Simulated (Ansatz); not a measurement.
Al₂Cu (I4/mcm, No. 140) was calculated with revPBE in Ansatz (PAW).

Settings: plane-wave cutoff 520 eV, 14×14×14 k mesh, Fermi–Dirac smearing 0.05 eV, no spin polarisation, scalar-relativistic PAW data made under PBE.

Shape and atoms are relaxed at each volume.

Pressure at four volumes; x = ln(V/15.176 Å³). One pressure is withheld.

```
V (Å³/atom)        x  P (GPa)
-----------  -------  -------
14.569       -0.0408        ?
14.872       -0.0202     2.03
15.176        0.0000     0.00
15.783        0.0392    -3.43
```

Question: Pass a parabola P(x) through the three rows shown, estimate the bulk modulus and its pressure derivative near zero pressure, and predict the withheld pressure.

Answer: Slopes between the rows: (0.00 − (2.03))/(0.0000 − (-0.0202)) = -100.50 and (-3.43 − (0.00))/(0.0392 − (0.0000)) = -87.50 GPa. Their difference over the span 0.0594 is c = 13.00/0.0594 = 218.9 GPa, so P(x) = 2.03 + (-100.50)(x − (-0.0202)) + 218.9 (x − (-0.0202))(x − (0.0000)). At the middle row B = −dP/dx = −[-100.50 + 218.9 × 0.0202] = 96.1 GPa, and B′ = dB/dP = 2c/B = 4.6. At x = -0.0408 the parabola gives 4.28 GPa; the run gives 4.28 GPa. The Birch–Murnaghan fit to the energies at all volumes has B0 = 95.6 GPa and B′ = 4.5.

Note: the bulk modulus comes from volumes at which shape and atoms were relaxed.

Ansatz is a program for electronic structure.
